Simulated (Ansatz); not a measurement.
Ta2O5 (model structure, C2/c, No. 15, 14 atoms in the cell), treated with HSE06 in Ansatz (PAW).

Settings: plane-wave cutoff 460 eV, 4×4×4 k mesh, Fermi–Dirac smearing 0.01 eV, scalar-relativistic PAW data made under PBE.

Cell (relaxed with PBEsol):

Space group C2/c (No. 15); a = 12.819 Å, b = 4.869 Å, c = 5.525 Å, α = 90.00°, β = 103.69°, γ = 90.00°

```tsv
atom	site	symmetry	x	y	z
Ta	8f	1	0.1406	0.2454	0.2676
O	8f	1	0.3892	0.0528	0.0224
O	8f	1	0.2052	0.0708	0.6280
O	4e	2	0.0000	0.1031	0.2500
```
(The calculation used a cell of 14 atoms; values per cell refer to that cell.)

Problem. Predict the band gap, smallest direct gap on the k points sampled and direct gap at Γ.

Solution. 
- band gap: 4.70 eV
- smallest direct gap on the k points sampled: 4.94 eV
- direct gap at Γ: 5.02 eV

Note: the relaxation could raise the start's symmetry but not lower it, so the cell can be a saddle point; cell and atoms aren't relaxed at this level (largest force component 0.26 eV/Å, pressure -0.7 GPa).

Spin–orbit coupling is not included.

A model structure was made by putting elements into a prototype or built by hand; it is no filed structure, need not be a known phase, and can be a saddle point held by its symmetry.

Ansatz is an electronic-structure program.
